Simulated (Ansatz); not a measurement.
A working Ansatz (a quantum-chemistry and plane-wave program) input for CeInIr (P-62m, 9 atoms in the cell) (DFT, PBEsol, plane waves, default PAW files made with PBE):

Ansatz 0.2 input:
```yaml
crystal:
  lattice:
    - [7.55214000, 0.00000000, 0.00000000]
    - [-3.77607000, 6.54034500, 0.00000000]
    - [0.00000000, 0.00000000, 3.98326000]
  atoms:
    - { symbol: Ce, position_ang: [1.55660934, 2.69612642, 0.00000000] }
    - { symbol: Ce, position_ang: [-2.21946066, 3.84421858, 0.00000000] }
    - { symbol: Ce, position_ang: [4.43892133, 0.00000000, 0.00000000] }
    - { symbol: In, position_ang: [-0.95039906, 1.64613943, 1.99163000] }
    - { symbol: In, position_ang: [1.90079812, 0.00000000, 1.99163000] }
    - { symbol: In, position_ang: [2.82567094, 4.89420557, 1.99163000] }
    - { symbol: Ir, position_ang: [0.00000000, 0.00000000, 0.00000000] }
    - { symbol: Ir, position_ang: [-0.00000378, 4.36023218, 1.99163000] }
    - { symbol: Ir, position_ang: [3.77607378, 2.18011282, 1.99163000] }
kpoints:
  mp_grid:
    grid: [4, 4, 7]
hamiltonian:
  xc: pbesol
  pseudopotentials:
    kind: paw
scf:
  occupations:
    method: cold
    width: 0.2 eV
output:
  forces: true
  eigenvalues: true
  stress: true
```

The run converged in 17 iterations: free energy E − TS (on the zero of these files) -71433.4828 eV; Fermi level (on the code's own zero) 15.75 eV; pressure -3.31 GPa; largest force (vector length) 0.010 eV/Å. Each of these slips is then made, one at a time:

(1)
```diff
-    width: 0.2 eV
+    width: 1.36 eV
```

(2)
```diff
-  occupations:
-    method: cold
-    width: 0.2 eV
```

Question: How does each altered input end?

Answer: 
(1) A smearing width that is far too large. The run converged in 12 iterations without an error; against the sound input the free energy goes down by 107 meV/atom, the pressure goes from -3.31 to -3.95 GPa and the largest force goes from 0.010 to 0.039 eV/Å.

(2) No occupation method given. The program stopped before any SCF iteration.
```
Error: YAML parse error: `scf.occupations.method` is required: fixed only where the cell keeps a band gap throughout the run, explicit beside scf.occupations.values (under evaluate: without them), else a smearing such as fermi_dirac (scf.occupations.width is optional; its entry in the input reference gives the default)
```

The starting cell comes from a database of computed structures (which also holds hypothetical and non-ambient phases and stackings), without a prior relaxation at this level. Spin-orbit coupling is off. Spin polarisation is off. The f electrons are in the valence without U or exact exchange, which can misplace them near the Fermi level. Spin-orbit terms, which matter for f shells, are left out. In the base run, with a pressure of about -3 GPa the cell is away from its equilibrium volume at this level. Ansatz's pressure includes its estimate of the finite-basis (Pulay) stress.

Left out of this page: 3 runs of the series with a known weakness of the program; 2 runs of the series stopped by limits of time or memory.
